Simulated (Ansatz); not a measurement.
# Relaxation of the atoms of Nb3Pd (Cmmm, 4 atoms in the cell) at several settings

```
Nb3Pd
1.0
    1.72259    -2.21736     0.00000
    1.72259     2.21736     0.00000
    0.00000     0.00000     9.07671
Nb Pd
3 1
Direct
  0.50000   0.50000   0.76021
  0.50000   0.50000   0.23979
  0.00000   0.00000   0.50000
  0.00000   0.00000   0.00000
```

Base: PBEsol, default PAW files made with PBE (Ansatz, a program for electronic structure). Its settings: kpoints.mp_grid.grid = 11 11 4; kpoints.mp_grid.shift = 0.5 0.5 0.5; hamiltonian.xc = pbesol; hamiltonian.pseudopotentials = {kind: paw} (the program's default PAW files); scf.occupations.method = fermi_dirac; scf.occupations.width = 0.0037 Ry. Starting volume 17.33 Å³ per atom.

Each line gives the change from the base single point and the result:

- atoms moved at random; relax: default → atoms; relax.f_tol: default → 0.1 eV/Å: pressure -7.00 GPa; largest force (vector length) 0.014 eV/Å; relaxation steps 4; free energy against the base single point 0.0 meV/atom.
- atoms moved at random; relax: default → atoms; relax.f_tol: default → 0.03 eV/Å: pressure -7.00 GPa; largest force (vector length) 0.014 eV/Å; relaxation steps 4; free energy against the base single point 0.0 meV/atom.
- atoms moved at random; scf.convergence.dr2_threshold: default (1e-07 eV) → 0.001 eV; relax: default → atoms; relax.f_tol: default → 0.03 eV/Å: pressure -7.00 GPa; largest force (vector length) 0.014 eV/Å; relaxation steps 3; free energy against the base single point 0.0 meV/atom.

The starting cell comes from a database of computed structures (which also holds hypothetical and non-ambient phases and stackings), without a prior relaxation at this level. Spin polarisation is off. Ansatz's pressure includes its estimate of the finite-basis (Pulay) stress.

Keys are those of Ansatz 0.2.
